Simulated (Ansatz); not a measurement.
SnS2 (Fd-3m, No. 227, 12 atoms in the cell; start mp-1095397; a measured phase of this formula has another space group), treated with PBEsol in Ansatz (PAW).

Run with plane-wave cutoff 500 eV, 8×8×8 k mesh, gaussian smearing 0.02 eV, scalar-relativistic PAW data made under PBE.

Cell (relaxed at this level):

Space group Fd-3m, origin choice 1 (No. 227); a = b = c = 10.3577 Å, α = β = γ = 90.00°

```
atom  site  symmetry       x       y       z
----  ----  --------  ------  ------  ------
Sn     16d      .-3m  0.6250  0.6250  0.6250
S      32e       .3m  0.3767  0.3767  0.3767
```
(The calculation used a cell of 12 atoms; values per cell refer to that cell.)

Task: What does this level give for the band gap?

Result: 
- band gap: 1.07 eV (on the SCF k mesh)

Note: the relaxation could not lower the start's symmetry, so the cell can be a saddle point above a distorted one.

Spin–orbit coupling is not included.

Static lattice: no zero-point or thermal effects.

A start named mp-… is a Materials Project structure, which need not be a measured phase.

Ansatz is a quantum-chemistry and plane-wave program.
